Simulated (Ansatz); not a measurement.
Electronic density of states of amorphous Hf18O39Y2, density 8.61 g/cm³, on a 2×2×2 Γ-centred mesh with a Gaussian width of 0.1 eV; energies count from the Fermi level, whose place inside the gap is arbitrary. Cell and mesh are small, so fine structure isn't converged. These are PBE, scalar-relativistic without spin-orbit coupling (plane waves to 420 eV, PAW; Ansatz, a quantum-chemistry and plane-wave program) values and carry that method's errors. Sampling: a 2×2×2 Γ-centred mesh; Fermi-Dirac width 0.02 eV; no spin polarisation. At PBE the levels at the filled edge of the gap are localised (band-tail or defect states).

A CHGNet melt-quench gave the starting glass, which DFT then relaxed. O atoms were pushed apart under 1.9 Å during the dynamics, to hinder bonds among them. The hot cell started wider than the set density and was brought back towards it in steps. It is the lowest in DFT energy of 2 quenches. It is a model cell: composition and starting density were chosen by hand, and all elements were melted together. No dispersion term was used. Its density started from a set value of 8.63 and ended at 8.61 g/cm³. Cooling (nominally 300 K/ps over its main leg) ran many orders faster than in experiment, which tends to leave more defects and strain. A cell of this size samples the disorder only roughly. Volume and shape were free in the relaxation.

(E - EF (eV), states/(eV atom)): (-12.00, 2.33); (-11.90, 1.47); (-11.80, 0.28); (-11.70, 0.01); (-11.60, 0.00); (-11.50, 0.00); (-11.40, 0.00); (-11.30, 0.00); (-11.20, 0.00); (-11.10, 0.00); (-11.00, 0.00); (-10.90, 0.00); (-10.80, 0.00); (-10.70, 0.00); (-10.60, 0.00); (-10.50, 0.00); (-10.40, 0.00); (-10.30, 0.00); (-10.20, 0.00); (-10.10, 0.00); (-10.00, 0.00); (-9.90, 0.00); (-9.80, 0.00); (-9.70, 0.00); (-9.60, 0.00); (-9.50, 0.00); (-9.40, 0.00); (-9.30, 0.00); (-9.20, 0.00); (-9.10, 0.00); (-9.00, 0.00); (-8.90, 0.00); (-8.80, 0.00); (-8.70, 0.00); (-8.60, 0.00); (-8.50, 0.00); (-8.40, 0.00); (-8.30, 0.00); (-8.20, 0.00); (-8.10, 0.00); (-8.00, 0.00); (-7.90, 0.00); (-7.80, 0.00); (-7.70, 0.00); (-7.60, 0.00); (-7.50, 0.00); (-7.40, 0.00); (-7.30, 0.00); (-7.20, 0.02); (-7.10, 0.08); (-7.00, 0.20); (-6.90, 0.42); (-6.80, 0.54); (-6.70, 0.53); (-6.60, 0.53); (-6.50, 0.51); (-6.40, 0.52); (-6.30, 0.59); (-6.20, 0.73); (-6.10, 0.80); (-6.00, 0.83); (-5.90, 0.88); (-5.80, 0.91); (-5.70, 0.92); (-5.60, 0.89); (-5.50, 0.91); (-5.40, 0.90); (-5.30, 0.89); (-5.20, 0.89); (-5.10, 0.84); (-5.00, 0.78); (-4.90, 0.75); (-4.80, 0.80); (-4.70, 0.85); (-4.60, 0.79); (-4.50, 0.80); (-4.40, 0.82); (-4.30, 0.83); (-4.20, 0.83); (-4.10, 0.89); (-4.00, 0.90); (-3.90, 0.94); (-3.80, 0.99); (-3.70, 0.97); (-3.60, 0.97); (-3.50, 0.94); (-3.40, 0.96); (-3.30, 1.00); (-3.20, 1.01); (-3.10, 0.95); (-3.00, 0.98); (-2.90, 1.00); (-2.80, 0.91); (-2.70, 0.89); (-2.60, 0.95); (-2.50, 0.92); (-2.40, 0.80); (-2.30, 0.57); (-2.20, 0.32); (-2.10, 0.18); (-2.00, 0.04); (-1.90, 0.00); (-1.80, 0.00); (-1.70, 0.00); (-1.60, 0.00); (-1.50, 0.00); (-1.40, 0.00); (-1.30, 0.00); (-1.20, 0.00); (-1.10, 0.00); (-1.00, 0.00); (-0.90, 0.00); (-0.80, 0.00); (-0.70, 0.00); (-0.60, 0.00); (-0.50, 0.00); (-0.40, 0.00); (-0.30, 0.00); (-0.20, 0.00); (-0.10, 0.00); (0.00, 0.00); (0.10, 0.00); (0.20, 0.00); (0.30, 0.00); (0.40, 0.00); (0.50, 0.00); (0.60, 0.00); (0.70, 0.00); (0.80, 0.00); (0.90, 0.00); (1.00, 0.00); (1.10, 0.00); (1.20, 0.00); (1.30, 0.00); (1.40, 0.00); (1.50, 0.00); (1.60, 0.00); (1.70, 0.00); (1.80, 0.00); (1.90, 0.00); (2.00, 0.03); (2.10, 0.14); (2.20, 0.21); (2.30, 0.30); (2.40, 0.42); (2.50, 0.54); (2.60, 0.59); (2.70, 0.53); (2.80, 0.57); (2.90, 0.63); (3.00, 0.67); (3.10, 0.71); (3.20, 0.71); (3.30, 0.71); (3.40, 0.77); (3.50, 0.74); (3.60, 0.70); (3.70, 0.74); (3.80, 0.78); (3.90, 0.80); (4.00, 0.78); (4.10, 0.76); (4.20, 0.78); (4.30, 0.73); (4.40, 0.72); (4.50, 0.72); (4.60, 0.64); (4.70, 0.65)

The level gap on this mesh is 4.19 eV; the broadening fills part of it in the curve.
